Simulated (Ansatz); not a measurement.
BeCo (model structure, started from the CuAu type, Pm-3m, No. 221, 2 atoms in the cell), treated with PBEsol in Ansatz (PAW).

Numerical settings: plane-wave cutoff 520 eV, 24×24×18 k mesh (along the axes of the cell as run), Fermi–Dirac smearing 0.05 eV, spin-polarised with parallel moments, scalar-relativistic PAW data made under PBE.

Cell (relaxed at this level):

```cif
data_BeCo
_chemical_formula_sum 'Be1 Co1'
_space_group_name_H-M_alt 'P 1'
_space_group_IT_number 1
_cell_length_a 2.56582
_cell_length_b 2.56582
_cell_length_c 2.56578
_cell_angle_alpha 90.000
_cell_angle_beta 90.000
_cell_angle_gamma 90.000
loop_
_space_group_symop_operation_xyz
  'x, y, z'
loop_
_atom_site_label
_atom_site_type_symbol
_atom_site_fract_x
_atom_site_fract_y
_atom_site_fract_z
_atom_site_occupancy
Be1 Be 0.50000 0.50000 0.50000 1
Co1 Co 0.00000 0.00000 0.00000 1
```
Starting moments (μB, in the order of the record's atoms Be Co): 0.0 3.0.

Problem. What does this level give for the bulk modulus?

Solution. 
bulk modulus: 214 GPa

The run finds no gap.

Note: the magnetic order was assumed, not searched for or taken from measurement; the bulk modulus is −V dP/dV from two relaxed cells at ±2 % in volume; the moments ended far under their starting size, a low-moment state that need not be the lowest; the relaxation could raise the start's symmetry but not lower it, so the cell can be a saddle point.

Cost on a shared machine: about 11 core-minutes (a rough figure).

A model structure was made by putting elements into a prototype or built by hand; it is no filed structure, need not be a known phase, and can be a saddle point held by its symmetry.

Ansatz is an electronic-structure program.
